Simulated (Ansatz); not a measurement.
Start from Pb in the fcc (Cu type) structure (space group Fm-3m, No. 225; a = 4.9909 Å).

All numbers come from r2SCAN, PAW, 500 eV (Ansatz, a quantum-chemistry and plane-wave program; spin-orbit coupling left out).

One change was made to it. Results:

| quantity | base | after |
|---|---|---|
| lattice parameter a | 499.1 pm | 449.6 pm |
| band gap | zero | zero |

Which of these changes matches the shifts?
A) pressure −1 GPa
B) pressure 9 GPa
C) pressure 30 GPa
D) pressure 1.8 GPa

C, pressure 30 GPa. For comparison, the lattice parameter a in the other runs: pressure −1 GPa gives 502.9 pm; pressure 9 GPa gives 476.2 pm; pressure 1.8 GPa gives 493.1 pm.

Load acts through the strain it causes; cell and atoms are relaxed under it. Stability against distortions was not tested. Measured, Pb leaves this structure (for hcp) near 14 GPa (room temperature; as listed in arXiv:1906.07825).
